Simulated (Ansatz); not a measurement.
BP (model structure, started from the NiAs type, P6₃/mmc, No. 194, 4 atoms in the cell)

Level of theory: LDA (PAW; Ansatz, a program for electronic structure).

Settings: plane-wave cutoff 520 eV, 24×24×12 k mesh (along the axes of the cell as run), Fermi–Dirac smearing 0.05 eV, scalar-relativistic PAW data made under PBE.

Cell (relaxed at this level):

BP is taken in the hexagonal space group P6₃/mmc (No. 194), the NiAs type structure, Pearson symbol hP4. Lattice parameters: a = b = 3.026 Å, c = 5.017 Å, α = β = 90.00°, γ = 120.00°. B on 2a is surrounded by 6 P at 2.151 Å (octahedral). P on 2c is surrounded by 6 B at 2.151 Å (trigonal prismatic). (Neighbours: up to the widest gap in distance over summed covalent radii, below 1.35, at either atom.)

* **band gap**: none
* **bulk modulus**: 171 GPa

Note: the bulk modulus is −V dP/dV from two relaxed cells at ±2 % in volume; the relaxation could raise the start's symmetry but not lower it, so the cell can be a saddle point.

Static lattice: no zero-point or thermal effects.

A model structure was made by putting elements into a prototype or built by hand; it is no filed structure, need not be a known phase, and can be a saddle point held by its symmetry.
